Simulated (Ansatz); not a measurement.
System: interstitial Li in anatase TiO2 (charge state +1). The step: Li moves alone to another site; the atom moves 3.08 Å along (0.00, -0.50, 0.25) of the unit cell; the moving atom starts with neighbours 4 O at 1.88 Å and ends with 4 O at 1.88 Å. DFT values are from Ansatz (plane-wave PAW, 420 eV unless said) in a cell of 108 host sites, spin-restricted, static, with no finite-size correction. The charge state is imposed; whether it is stable for some Fermi level was not computed. Sites that were not tried may lie lower. For the PBE band: the saddle point's order was not checked, and it lies on a symmetry element of the cell, where a band can be held.

| Level | Forward barrier (eV) | Cost of the band or of the saddle's single point |
|---|---|---|
| CHGNet universal potential (has no charge state), its own band | 0.38 | - |
| PBE, the Γ point alone, band relaxed | 0.55 | around 22 core-minutes (rough) |
| PBE, a 2×2×2 k-point mesh shifted by half a step, same geometries | 0.52 | around 5 core-minutes (rough) |
| r2SCAN at 500 eV, the Γ point alone, same geometries | ___ | very roughly 90 core-seconds |

Problem. What belongs in the gaps?

Solution. 
- r2SCAN at 500 eV, the Γ point alone, same geometries, Forward barrier (eV): 0.59

Ansatz is a program for electronic structure.
